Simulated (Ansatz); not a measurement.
A periodic model of amorphous In9Ga9Zn9O36H4:

```xyz
67
Lattice="9.3417 0.0000 0.0000 0.0000 9.3417 0.0000 0.0000 0.0000 9.3417" Properties=species:S:1:pos:R:3 pbc="T T T"
In     5.2330     6.0607     0.2682
In     3.0982     8.2118     5.2891
In     4.7724     1.3917     3.7685
In     3.8765     2.9776     0.8652
In     6.2276     8.3584     6.6062
In     2.2482     8.6916     2.1528
In     8.3299     6.7528     3.1562
In     0.6966     4.3840     4.4825
In     3.1918     5.1670     7.2837
Ga     5.9820     5.3907     5.8915
Ga     3.1261     8.0587     8.5411
Ga     1.6938     5.6106     1.2572
Ga     6.0246     0.0964     0.6619
Ga     9.1738     4.4347     8.0132
Ga     0.3512     7.2050     6.5429
Ga     4.4161     1.5427     7.4777
Ga     0.1123     0.4376     4.6776
Ga     1.2109     1.4235     9.1723
Zn     9.0598     3.4366     1.5370
Zn     7.4167     2.6786     5.4490
Zn     6.4835     4.4054     2.9620
Zn     6.4145     3.2773     8.1770
Zn     5.4082     7.7262     3.2636
Zn     8.5502     7.4667     0.2265
Zn     3.7379     5.2421     3.5405
Zn     8.0418     0.6543     7.5966
Zn     1.5469     2.3388     6.5552
O      6.3337     1.7549     6.8780
O      4.6732     8.1337     0.4117
O      0.2554     6.4507     4.8552
O      4.9993     8.9246     4.8411
O      1.8143     0.0153     4.1141
O      6.3991     6.1944     4.1811
O      1.7393     8.9823     0.0682
O      8.4685     4.5159     3.0290
O      6.2534     2.7764     3.9400
O      3.5819     2.1876     5.7634
O      7.1436     6.3848     1.2242
O      1.2889     4.3297     6.6227
O      9.3230     2.1758     7.9741
O      0.1449     9.0699     6.4353
O      7.7595     9.2236     0.0340
O      5.3293     1.6780     9.2731
O      5.2143     6.4525     7.2705
O      3.4668     7.2386     3.2836
O      6.0863     0.0770     2.4991
O      4.8311     4.6295     1.9289
O      2.0606     4.5414     2.8152
O      2.9677     6.2347     9.3092
O      0.6490     7.1051     1.7477
O      2.2678     7.1227     6.8673
O      0.9987     4.2500     0.2135
O      7.7154     4.0475     0.0960
O      2.7553     2.1946     8.3894
O      8.2686     8.8942     3.5662
O      3.9368     9.1104     7.2144
O      7.4114     4.3503     6.5821
O      8.9994     6.3563     8.0118
O      0.6957     1.7261     1.6548
O      4.2311     4.7153     5.3944
O      4.6604     4.1754     8.5165
O      3.2999     1.4490     2.2506
O      0.0423     2.2836     5.0314
H      1.5530     1.9078     2.1394
H      7.4304     9.3157     3.1112
H      7.5054     4.9649     0.5070
H      3.8673     3.1530     5.5902
```

Method: PBE, scalar-relativistic without spin-orbit coupling (plane waves to 420 eV, PAW; Ansatz, an electronic-structure program). The usual formal charges leave 4 electrons over, so the level spacing at the Fermi energy parts defect or band states and needn't be the band gap.

It comes from a melt-quench run on a machine-learned potential (CHGNet), relaxed afterwards by DFT. O atoms were pushed apart under 1.9 Å during the dynamics, to hinder bonds among them. The hot cell started wider than the set density and was brought back towards it in steps. It is the lowest in DFT energy of 2 quenches. It is a model cell: composition and starting density were chosen by hand, and all elements were melted together. No dispersion term was used. Its density started from a set value of 5.76 and ended at 5.76 g/cm³. The quench (nominally 350 K/ps over its main leg) was far faster than any real one, so the model tends to hold more defects than a real film. Values belong to this one cell and scatter from quench to quench. The volume was held where the preparation left it, at a PBE pressure of 3.1 GPa. Stress components on the final sampling reach 4.7 GPa. On a 2×2×2 Γ-centred mesh force components of up to 0.22 eV/Å stay, since the relaxation ran on the zone centre alone.

Bonds are counted up to In-In 3.12 Å, In-Ga 2.90 Å, In-Zn 2.90 Å, In-O 2.60 Å, In-H 2.08 Å, Ga-Ga 2.68 Å, Ga-Zn 2.68 Å, Ga-O 2.44 Å, Ga-H 1.84 Å, Zn-Zn 2.68 Å, Zn-O 2.40 Å, Zn-H 1.84 Å, O-O 1.58 Å, O-H 1.16 Å, H-H 0.90 Å. Two cations that share two anions don't count as bonded, nor two that share one unless they lie closer than In-In 3.04 Å, In-Ga 2.82 Å, In-Zn 2.82 Å, Ga-Ga 2.61 Å, Ga-Zn 2.61 Å, Zn-Zn 2.61 Å.

**Question.** Give the coordination numbers, mean bond lengths and angles.

**Answer.** 
```
Quantity                                                                                                      Result
---------------------------------  ---------------------------------------------------------------------------------
Mean coordination of In by anions  5.11 (1 with 3, 5 with 5, 3 with 6); 1 close contacts or bonds to cations besides
Mean coordination of Ga by anions                                                4.44 (6 with 4, 2 with 5, 1 with 6)
Mean coordination of Zn by anions            4.22 (7 with 4, 2 with 5); 1 close contacts or bonds to cations besides
Mean coordination of O                                                                   3.56 (16 with 3, 20 with 4)
Mean coordination of H                                                                               1.00 (4 with 1)
Mean In-O bond                                                                  2.218 Å (spread 0.094 Å, 46 counted)
Mean Ga-O bond                                                                  1.937 Å (spread 0.100 Å, 40 counted)
Mean Zn-O bond                                                                  2.036 Å (spread 0.082 Å, 38 counted)
Mean O-H bond                                                                    1.023 Å (spread 0.015 Å, 4 counted)
Bond angle at In                                                                           mean 104.2°, spread 28.0°
Bond angle at Ga                                                                           mean 107.8°, spread 21.1°
Bond angle at Zn                                                                           mean 107.2°, spread 21.3°
Bond angle at O                                                                            mean 110.4°, spread 15.7°
```

**Question.** List the pairs of like atoms that count as bonded by the rules above.

**Answer.** There are none by these rules.
